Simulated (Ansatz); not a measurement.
**1T (CdI2-type) MgI₂**

Calculation: RPBE in Ansatz (plane waves, PAW).

Run with plane-wave cutoff 520 eV, 12×12×6 k mesh (along the axes of the cell as run), Fermi–Dirac smearing 0.01 eV, scalar-relativistic PAW data made under PBE.

Cell: relaxed at this level.

- equilibrium volume per atom: 46.04 Å³/atom
- lattice constant a: 4.283 Å
- c axis length: 8.661 Å
- band gap: 3.76 eV
- smallest direct gap on the k points sampled: 3.81 eV

Measured, for comparison: lattice constant a 4.14 Å, lattice parameter c 6.88 Å (temperature not stated, copied from a table, unchecked, not corrected to a static lattice; as tabulated in Crystal Structures 1, 239 (1963)). Computed (rounded) less measured: lattice constant a not scored (unchecked), lattice parameter c not scored (unchecked).

Note: for a layered or molecular solid the relaxed cell lies over 5 % above the published volume, where the minimum can be shallow; the cell comes from a level without a dispersion term, which matters for the spacing of layers, chains or molecules.

Spin–orbit coupling is not included; with these elements it can move the gap by several tenths of an eV or more.

Computing time: about 9 core-minutes (a rough figure).

Ansatz is a quantum-chemistry and plane-wave program.
